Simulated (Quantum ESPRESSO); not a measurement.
# Short convergence ladders for Cu (I4/mmm, 1 atom in the cell)

```yaml
crystal:
  lattice:
    - [1.45508, -1.45508, 1.36632]
    - [1.45508, 1.45508, 1.36632]
    - [-1.45508, -1.45508, 1.36632]
  atoms:
    - { symbol: Cu, position: [0.00000, 0.00000, 0.00000] }
```

Base method: LDA (PZ), PSlibrary ultrasoft (LDA) pseudopotentials (plane waves; Quantum ESPRESSO).

Base settings: ecutwfc = 55 Ry; ecutrho = 330 Ry; occupations = smearing; smearing = gaussian; degauss = 0.0073499 Ry; potentials = {Cu: Cu.pz-dn-rrkjus_psl.1.0.0.UPF}; K_POINTS = automatic 10 10 10 0 0 0; conv_thr = 1e-11 Ry.

The count of work is k-points × plane waves × bands × iterations; it is no time. Core times come from one kind of shared machine, to one figure; runs under 30 s give none.

**The cutoff for other potential files**

Level: DFT, LDA (PZ), plane waves, PSlibrary PAW (LDA, semicore) pseudopotentials.

In this ladder: pseudopotentials = {Cu: Cu.pz-spn-kjpaw_psl.1.0.0.UPF}. Moved along: ecutrho.

The second cell is the first with its lattice scaled by 0.98.

The mesh stays at the base's, so the ladder's end is converged at best in this setting alone.

Only quantities that move along the ladder and can be compared are tabulated.

```csv
ecutwfc,free energy less the last step's (meV/atom),energy of the compressed cell less the first (meV/atom),pressure (GPa),count of work / last,core time / last (rough)
36 Ry,15559.05,22.56,-1095.69,0.10,–
44 Ry,2699.62,-12.07,-253.13,0.15,–
56 Ry,293.71,-15.42,-22.96,0.25,–
68 Ry,171.40,-16.27,-12.59,0.28,–
80 Ry,87.17,-16.06,-13.07,0.35,0.3
96 Ry,26.54,-16.37,-10.08,0.46,0.3
120 Ry,9.47,-16.43,-8.87,0.71,0.6
160 Ry,0.00,-16.43,-8.75,1.0,1
```

Coarsest ecutwfc that holds the free energy within 5 meV/atom: not settled: the last two steps still differ by 9.5 meV/atom, over half the tolerance, so the ladder does not show it.

Coarsest ecutwfc that holds the pressure within 0.5 GPa of the last step, with all finer ones: 120 Ry; the step before is off by 1.3 GPa.

Coarsest ecutwfc that holds the energy of the compressed cell less the first within 2 meV/atom of the last step, with all finer ones: 56 Ry, at 0.25 of the last step's count of work; the step before is off by 4.4 meV/atom.

At the lowest cutoff the pressure lies 1090 GPa under the last step's, the usual sign of Pulay stress in an incomplete plane-wave basis.

**The relaxed cell against the cutoff**

In this ladder: calculation = vc-relax; tprnfor = default; tstress = default. Moved along: ecutrho.

The mesh stays at the base's, so the ladder's end is converged at best in this setting alone.

Only quantities that move along the ladder and can be compared are tabulated.

| ecutwfc | relaxed volume (Å³/atom) | relaxation steps | core time / last (rough) |
|---|---|---|---|
| 33 Ry | 10.803 | 7 | 0.2 |
| 38 Ry | 10.879 | 11 | 0.2 |
| 47 Ry | 10.816 | 9 | 0.3 |
| 55 Ry | 10.901 | 9 | 0.4 |
| 66 Ry | 10.914 | 9 | 0.4 |
| 82 Ry | 10.915 | 10 | 0.8 |
| 110 Ry | 10.917 | 10 | 1 |

Coarsest ecutwfc that holds the relaxed volume within 0.055 Å³/atom of the last step, with all finer ones: 55 Ry, at about 0.4 of the last step's time; the step before is off by 0.10 Å³/atom.

At the lowest cutoff the cell relaxes to a volume 1.0 % smaller than at the highest.

On the base run: the starting cell comes from a database of computed structures (which also holds hypothetical and non-ambient phases and stackings), without a prior relaxation at this level. Its lattice was rescaled by up to half a per cent. Spin polarisation is off.

Left out of this page: 1 run of the series failed or unconverged.
